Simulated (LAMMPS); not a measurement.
MD of CaO (rock salt) at zero pressure, 512 atoms, as a liquid; each row is its own run.

All values are model results, not measurements: classical MD, Buckingham potential of Lewis and Catlow, J. Phys. C 18, 1149 (1985), first set, used with rigid ions (no shells), PPPM sums, short-range terms cut at 10 Å, modified for these runs by an r^-4 repulsive force inside the short-range force's maximum (LAMMPS).

| T (K) | D(Ca) (cm²/s) |
|---|---|
| 2030 | 1.23e-5 |
| 2320 | 3.23e-5 |
| 2900 | 5.29e-5 |
| 3190 | 7.70e-5 |
| 3620 | 9.98e-5 |
| 4060 | 0.000134 |
| 4640 | 0.000204 |

Fit an Arrhenius law, ln y = a + b / x, to these rows (x is the first column, y the second) and predict the run at x = 2610.

Least squares gives a = -6.5605 and b = -9340. The slope times kB gives an activation energy of 0.80 eV. At x = 2610 the fit predicts 3.95e-5 cm²/s. The run itself gave (4.1 ± 0.2) × 10^-5 cm²/s, so the fit is 4.6 % low, within the run's error.

Caution: the potential ionic pair potential lewis1985a is fitted to static crystal properties with a polarisable anion, which is rigid here.

Caution: a run this short can hold a crystal over, or a liquid under, the potential's own melting point, which these runs don't give.

Errors of D are the spread over four groups of atoms in one short run; a floor of about 5 %, a picked value, is safer.
